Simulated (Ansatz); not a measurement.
Model glasses of amorphous Ga2O3, 62 to 65 atoms (Ga24O36 before any change). Each row is one cell at a composition chosen by hand, melted whole on the CHGNet potential with the anions pushed apart under 1.9 Å, quenched within some picoseconds, far faster than a real film, and relaxed with PBE, scalar-relativistic without spin-orbit coupling (plane waves to 420 eV, PAW; Ansatz, an electronic-structure program). Each is the lower in DFT energy of 2 quenches. Cycles of charging and discharging were tried on the cells ahead of these points, and a cell that came back lower was taken. The column on the box says what of it was relaxed with the atoms; held means as the quench left it. Cells that kept moments or hold spare charge are left out, and those that charging annealed.

From the neutral cell one electron is taken away, or one added, and the atoms relax (PBE, the zone centre alone, moment held at 1 μB, uniform background; no image-charge correction, which leaves W too low where the charge is localised). W = E(+1) + E(−1) − 2 E(0) is the cost of moving an electron from one such cell to another; the spacing parts the highest filled and lowest empty level of the neutral cell, which ran without spin polarisation.

Formal charges balance in every cell (each cation at its usual highest valence, Cu and Ag at +1, Sb at +3, H at +1, O at −2, N at −3, F and Cl at −1). R− and R+ are the energies that the atoms' relaxation gave back after the electron was added or removed.

```json
[
 {"cell": "Ga24O38Sn", "change": "+2 O, +1 Sn", "box": "shape", "spacing (eV)": "1.31", "R− (eV)": "0.01", "R+ (eV)": "0.35", "spacing − R− − R+ (eV)": "0.95", "W (eV)": "1.30"},
 {"cell": "Ga24O38Zr", "change": "+2 O, +1 Zr", "box": "shape", "spacing (eV)": "1.59", "R− (eV)": "0.02", "R+ (eV)": "0.43", "spacing − R− − R+ (eV)": "1.14", "W (eV)": "1.29"},
 {"cell": "Ga24O38Ge", "change": "+1 Ge, +2 O", "box": "shape", "spacing (eV)": "1.38", "R− (eV)": "0.02", "R+ (eV)": "0.12", "spacing − R− − R+ (eV)": "1.24", "W (eV)": "1.52"},
 {"cell": "Ga24O37Mg", "change": "+1 Mg, +1 O", "box": "held", "spacing (eV)": "1.53", "R− (eV)": "0.02", "R+ (eV)": "0.12", "spacing − R− − R+ (eV)": "1.39", "W (eV)": "1.57"},
 {"cell": "Ga24O38Hf", "change": "+1 Hf, +2 O", "box": "volume and shape", "spacing (eV)": "1.66", "R− (eV)": "0.01", "R+ (eV)": "0.11", "spacing − R− − R+ (eV)": "1.54", "W (eV)": "1.60"},
 {"cell": "Ga24O37Sr", "change": "+1 O, +1 Sr", "box": "volume and shape", "spacing (eV)": "1.72", "R− (eV)": "0.02", "R+ (eV)": "0.13", "spacing − R− − R+ (eV)": "1.57", "W (eV)": "1.65"},
 {"cell": "Ga24O37K2", "change": "+2 K, +1 O", "box": "volume and shape", "spacing (eV)": "1.72", "R− (eV)": "0.02", "R+ (eV)": "0.09", "spacing − R− − R+ (eV)": "1.61", "W (eV)": "1.78"},
 {"cell": "Ga24O39Lu2", "change": "+2 Lu, +3 O", "box": "shape", "spacing (eV)": "1.81", "R− (eV)": "0.02", "R+ (eV)": "0.12", "spacing − R− − R+ (eV)": "1.67", "W (eV)": "withheld"},
 {"cell": "Ga24O39Sc2", "change": "+3 O, +2 Sc", "box": "shape", "spacing (eV)": "1.90", "R− (eV)": "0.02", "R+ (eV)": "0.05", "spacing − R− − R+ (eV)": "1.83", "W (eV)": "1.94"}
]
```

Task: Fit a straight line of the last column on the one before it through the 8 full rows, and predict the withheld value for Ga24O39Lu2.

Result: Means: x = 1.409, y = 1.581. Slope = Σ(Δx Δy) / Σ(Δx²) = 0.4225 / 0.5727 = 0.738; intercept = 1.581 − (0.738) × 1.409 = 0.541 eV; r.m.s. residual 0.061 eV. Prediction: 0.541 + (0.738) × 1.67 = 1.77 eV. The run gave 1.77 eV, a miss of 0.00 eV, within the residual.

Task: What would a slope of 1 with no intercept mean?

Result: That adding and removing an electron at fixed atoms costs just the level spacing, as it does for levels spread over a large cell, so that W follows by bookkeeping. The fit has 0.738 and 0.541 eV; a departure holds the carrier's repulsion on its site, which raises W, and the uncorrected background, which lowers it.
